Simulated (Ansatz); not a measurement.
**4H silicon carbide: the defect Mg on the Si site + C vacancy (Mg_Si+V_C)**

Calculation: PBE, PAW (plane waves to 420 eV; Ansatz, a program for electronic structure). The supercell holds 96 host sites (3×2×1 repeats of a cell of 16 atoms), with a 2×2×2 shifted k-point sampling for the final energies. Sites at the start: the Si(k) site; C(h) 1.89 Å away. Charged cells carry a point-charge image correction with potential alignment at far atoms. Dielectric constants: PBE linear response of the host. Host gap at this level: 2.23 eV. A cell of this size leaves errors of a few tenths of an eV. PBE underestimates the host's gap, which shifts levels and can delocalise carriers. Spin–orbit coupling is left out. Each state is the lowest found from its start.

Formation energies E_f are given with the Fermi level at the valence-band maximum. Chemical conditions: C-rich (Δμ(C) = 0.00 eV, Δμ(Si) = -0.41 eV, Δμ(Mg) = -0.034 eV, bounded by antifluorite Mg2Si; only phases computed here count, gases as isolated molecules at 0 K); Si-rich (Δμ(C) = -0.41 eV, Δμ(Si) = 0.00 eV, Δμ(Mg) = -0.24 eV, bounded by antifluorite Mg2Si; only phases computed here count, gases as isolated molecules at 0 K). Reference phases: C: graphite, Mg: hcp Mg, Si: silicon.

The name describes the start; the neighbours show where the atoms ended.

Charges with a result: +2, +1, 0, −1. Others weren't obtained, and one of them could lie lower, also by skipping a charge.

| charge | moment (μB) | largest move off a lattice site (Å) | neighbours of the last Mg atom of the defect at the end (Å) | image correction with alignment (eV) | E_f, C-rich (eV) | E_f, Si-rich (eV) | above the lowest spin state (eV) |
|---|---|---|---|---|---|---|---|
| +2† | not spin-polarised | 0.24 | C 2.17, C 2.17, C 2.17 | 0.39 | – | – | 0.00 |
| +2† | 2.0 | 0.25 | C 2.16, C 2.16, C 2.19 | 0.40 | – | – | 0.00 |
| +1 | 1.0 | 0.19 | C 2.12, C 2.14, C 2.14 | 0.05 | 4.01 | 4.21 | 0.00 |
| 0† | not spin-polarised | 0.16 | C 2.09, C 2.09, C 2.11 | 0.06 | 4.20 | 4.40 | 0.00 |
| −1 | 1.0 | 0.19 | C 2.10, C 2.10, C 2.13 | 0.27 | 5.84 | 6.04 | 0.00 |

† Not settled in this cell, so no level is given: charge +2: level within 0.1 eV of a band edge or past it; charge 0: no spin-polarised start tried, a correction for the charge's moments that the other states lack.

Flagged in the runs: a host whose relaxation on this sampling wasn't shown to rest.

All states together cost around 100 core-minutes (rough).
